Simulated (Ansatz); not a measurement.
Input:

```
GaAs
1.0
    0.00000     2.78319     2.87058
    2.78319     0.00000     2.87058
    2.78319     2.78319     0.00000
Ga As
1 1
Direct
  0.00000   0.00000   0.00000
  0.25000   0.25000   0.25000
```

Calculation: PBEsol with spin-orbit coupling, rigid bands (plane waves, PAW; Ansatz, a program for electronic structure). Condition of this run: biaxial stress xx = yy = 2 GPa (compression positive) (the target of the relaxation). Cell: cell and atoms relaxed with PBEsol, then loaded as said.

Q: Predict the electron conductivity mass (n e² τ/σ) at 300 K, by direction if it differs.

A: 0.035 (x), 0.035 (y), 0.043 (z) mₑ.

Q: Predict the hole conductivity mass (n e² τ/σ) at 300 K, by direction if it differs.

A: 0.25 (x), 0.25 (y), 0.45 (z) mₑ.

Q: And the band gap?

A: 0.38 eV at this level; semilocal functionals usually fall short of the measured gap.

Rigid bands, one relaxation time for all states, no polarons.
